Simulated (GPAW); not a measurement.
Band structure of HfPd (Pm-3m, 2 atoms in the cell).

```yaml
crystal:
  lattice:
    - [3.30558, 0.00000, 0.00000]
    - [0.00000, 3.30558, 0.00000]
    - [0.00000, 0.00000, 3.30558]
  atoms:
    - { symbol: Hf, position: [0.00000, 0.00000, 0.00000] }
    - { symbol: Pd, position: [0.50000, 0.50000, 0.50000] }
```

Level of theory: PBEsol, GPAW PAW datasets PBEsol (made by gpaw-setup) (plane waves; GPAW 25.7.0).

Settings: mode = pw; ecut = 550 eV; xc = PBEsol; kpts = 10 10 10; mesh shift (steps) = 0 0 0; occupations.name = methfessel-paxton; occupations.width = 0.2 eV; occupations.order = 0; nbands = -10; symmetry.symmorphic = false; symmetry.tolerance = 0.0005; maxiter = 150; bandpath_npoints = 40.

The starting cell comes from a database of computed structures (which also holds hypothetical and non-ambient phases and stackings), without a prior relaxation at this level. Spin-orbit coupling is off. Spin polarisation is off.

Levels in eV from the Fermi level, bands 11 to 18:
```csv
point,11,12,13,14,15,16,17,18
Γ,-3.30,-3.30,-3.30,0.70,0.70,4.42,4.42,4.42
X,-3.47,-3.47,-2.95,-1.05,-0.98,1.03,1.03,3.63
M,-4.21,-2.31,-1.19,0.39,0.39,1.29,3.86,3.86
R,-2.27,-2.27,-2.19,-2.19,-2.19,4.80,5.41,5.41
```

Bands cross the Fermi level along this path, so the cell is metallic at this level.
